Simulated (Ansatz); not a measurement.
# Hypothetical zinc blende LiF: pressure series

Base system: LiF in the zinc blende structure (space group F-43m, No. 216; a = 4.364 Å; a hypothetical phase, not in the database extracts checked).

Cell and atoms are relaxed at each pressure.

Computed with PBE, PAW, 420 eV (Ansatz, a program for electronic structure; without spin-orbit coupling).

```json
[
 {"pressure (GPa)": "-2", "band gap (eV)": "7.43"},
 {"pressure (GPa)": "-1", "band gap (eV)": "?"},
 {"pressure (GPa)": "0", "band gap (eV)": "7.65"},
 {"pressure (GPa)": "3", "band gap (eV)": "7.93"},
 {"pressure (GPa)": "7", "band gap (eV)": "8.25"},
 {"pressure (GPa)": "15", "band gap (eV)": "8.77"}
]
```

### Question
Fit E_g = E₀ + αP + βP² to the rows shown and predict the withheld row.

### Answer
Least squares on the printed values gives E₀ = 7.64 eV, α = 99.2 meV/GPa, β = -1.6 meV/GPa² (largest residual 0.01 eV); this predicts 7.54 eV, and the run gives 7.55 eV, in agreement.

Load acts through the strain it causes; cell and atoms are relaxed under it. Stability against distortions was not tested. No other phases were tried under pressure.
